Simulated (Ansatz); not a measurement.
# NaCl: element substitutions

The parent structure is NaCl in the rock salt structure (space group Fm-3m, No. 225; a = 5.696 Å).

Each row replaces one element on all its sites; cell and atoms are relaxed.

Level of theory: Kohn–Sham DFT with the PBE functional, run in Ansatz (an electronic-structure program) with PAW and 420 eV plane waves, spin-orbit coupling left out.

Candidates:
(a) Na → Al
(b) Na → Li
(c) Cl → I

Base values:

| Item | Result |
|---|---|
| Band gap | 5.00 eV |

Question: Order them by band gap, lowest first.

Answer: (a) Na → Al (0.61 eV), (c) Cl → I (3.58 eV), (b) Na → Li (6.26 eV)

With I present, leaving out spin-orbit coupling can change the band edges. Stability against distortions was not tested. As relaxed here, AlCl is a hypothetical phase, not in the database extracts checked.
